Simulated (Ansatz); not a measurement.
Input and output of a zone-centre phonon calculation for SrGaGe (P-6m2, 3 atoms in the cell) (Ansatz, a program for electronic structure).

Computed with LDA (PW92), default PAW files made with PBE (plane waves; Ansatz).

```
SrGaGe
1.0
    4.25660     0.00000     0.00000
   -2.12830     3.68633     0.00000
    0.00000     0.00000     4.69756
Sr Ga Ge
1 1 1
Cartesian
  0.00000   0.00000   0.00000
  0.00000   2.45755   2.34878
  2.12830   1.22877   2.34878
```

Reference input (self-consistent single point, DFT, LDA (PW92), plane waves, default PAW files made with PBE): basis.ecutwfc = 30.9 Ry; kpoints.mp_grid.grid = 9 9 7; hamiltonian.xc = lda; hamiltonian.pseudopotentials = {kind: paw} (the program's default PAW files); scf.occupations.method = gaussian; scf.occupations.width = 0.0073 Ry. This run's input differs from it in these lines:

```diff
@@ -18,6 +18,4 @@
   occupations: { method: gaussian, width: 0.0073 Ry }
-output:
-  forces: true
-  eigenvalues: true
-  stress: true
+phonons:
+  method: dfpt
```

Output (repeated stretches shortened):

```
SCF iter   1: F=—  HF=-11368.786632 eV  |F-HF|=—  |Δ(HF+E_count)|=         —  Δρ=5.53e-3  dr2=2.31e-2  ethr=1.77e-3  ⟨swp⟩=6.4  Hψ=11565  notcnv=0
all-band conjugate gradients solve this SCF's bands
preconditioner: auto → Resta (q_TF=auto, 2.432 Å⁻¹)
SCF iter   2: F=—  HF=-11368.779301 eV  |F-HF|=—  |Δ(HF+E_count)|=   7.33e-3  Δρ=2.62e-3  dr2=6.07e-3  ethr=6.23e-5  ⟨swp⟩=2.9  Hψ=4868  notcnv=0  defer=3
   [... lines left out ...]
SCF iter   7: F=—  HF=-11368.777553 eV  |F-HF|=—  |Δ(HF+E_count)|=   1.49e-6  Δρ=1.11e-5  dr2=9.41e-8  ethr=1.54e-9  ⟨swp⟩=2.0  Hψ=4035  notcnv=0  defer=3
SCF iter   8: F=—  HF=-11368.777553 eV  |F-HF|=—  |Δ(HF+E_count)|=   4.78e-8  Δρ=1.95e-6  dr2=2.25e-9  ethr=2.54e-10  ⟨swp⟩=2.7  Hψ=3948  notcnv=0  defer=3
SCF iter   9: F=—  HF=-11368.777553 eV  |F-HF|=—  |Δ(HF+E_count)|=  2.27e-10  Δρ=4.37e-7  dr2=1.66e-10  ethr=6.08e-12  ⟨swp⟩=2.0  Hψ=4128  notcnv=0  defer=3
SCF iter  10: F=-11368.777553 eV  HF=-11368.777553 eV  |F-HF|=3.64e-12  |Δ(HF+E_count)|=  6.00e-11  Δρ=8.08e-8  dr2=4.50e-12  ethr=1.00e-12  ⟨swp⟩=6.2  Hψ=14372  notcnv=0
SCF 1 converged in 10 iterations: F = -11368.777553 eV  dr2 = 4.50e-12
DFPT response loops at Γ: preconditioner auto → Kerker (q_TF=auto, 2.432 Å⁻¹) (partly filled bands, converged f_vac=0.000) …
Free energy (F): -11368.777553 eV
Internal energy: -11368.772100 eV  (E = F + TS)
E sigma→0 (E₀):  -11368.774827 eV
Entropy (-TS):   -0.005454 eV (-1.818 meV/atom)
Fermi energy:    9.034463 eV
--- Phonons (Γ-DFPT): 6 representative perturbations + reference, on 100 of 567 k-points (Σ response iterations 18) ---
  k mesh reduced under 4 symmetry operations, with k and −k counted as one. Each operation leaves every solved displacement unchanged or reverses it
  ASR residual: 2.162e-4 → 0.000e0 eV/Å²; symmetrization residual: 7.456e-6 eV/Å²
  ASR residual per site (eV/Å²): 2.16e-4 4.94e-5 5.23e-5
  Γ frequencies (cm⁻¹): -57.91 0.00 0.00 0.00 110.34 110.34 129.15 252.66 252.66
  non-analytic LO–TO correction: not included (Born effective charges unavailable; polar crystals: no LO–TO splitting at Γ)
```

The run converged in 10 iterations. 

Summary of the result:
| Property | Result |
|---|---|
| Free energy E − TS (on the zero of these files) | -11368.7776 eV |
| Fermi level (on the code's own zero) | 9.03 eV |
| Zone-centre frequencies (cm⁻¹; negative means imaginary) | -58, 0, 0, 0, 110, 110, 129, 253, 253 |

The starting cell comes from a database of computed structures (which also holds hypothetical and non-ambient phases and stackings), without a prior relaxation at this level. Its lattice was rescaled by up to half a per cent.

Cost on one core of a shared machine: roughly 2 min.

Keys are those of Ansatz 0.2.
